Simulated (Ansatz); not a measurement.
The reference is HfS2 in the CdI2 type structure (space group P-3m1, No. 164; a = 3.606 Å, c = 5.768 Å; layered, stacked along the Cartesian z axis).

It is then changed as follows: a free-standing slab of 3 layers (9 atoms, 3 a layer) is cut normal to the stacking axis, with 15 Å of vacuum and the in-plane cell relaxed.

Computed with Ansatz (a first-principles code), PBE-D3(BJ), PAW, cutoff 420 eV, no SOC.

Question: Give the band edges at the high-symmetry points of the new zone, measured from its valence-band maximum.

Answer: 
```csv
point,valence edge (eV),conduction edge (eV)
Γ,0.00,2.00
M,-0.95,1.09
K,-1.67,2.71
```

The gap is 1.09 eV, indirect, Γ → M.

With Hf present, leaving out spin-orbit coupling can change the band edges. Gaps are read on the SCF mesh and a high-symmetry path. Stability against distortions was not tested.
